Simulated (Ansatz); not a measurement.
Take MgO in the rock salt structure (space group Fm-3m, No. 225; a = 4.214 Å) as the base. Axes: x, y, z lie along the cube axes.

Calculations: Ansatz (an electronic-structure program), PBEsol, PAW, cutoff 420 eV, without spin-orbit coupling.

Now apply this change: a pure shear with ε_xy = ε_yx = 0.0250; the atoms relax in the strained cell.

Predict the stress tensor and what it implies for the stiffness.

Stress of the strained cell less that of the base (GPa, compression positive):
```
   0.30   -7.25    0.00
  -7.25    0.30    0.00
   0.00    0.00   -0.23
```

Then −Δσ/γ with γ = 2ε = 0.0500 gives secant stiffness values (nonlinear terms included at this strain): C66 ≈ 145 GPa.

As a check, the harmonic strain energy −½ V₀ Δσ:ε is 11 meV/atom; the computed energy rise is 11 meV/atom.

Whether these cells are dynamically stable was not tested. The base started in P3_121 and relaxed to Fm-3m at this level.
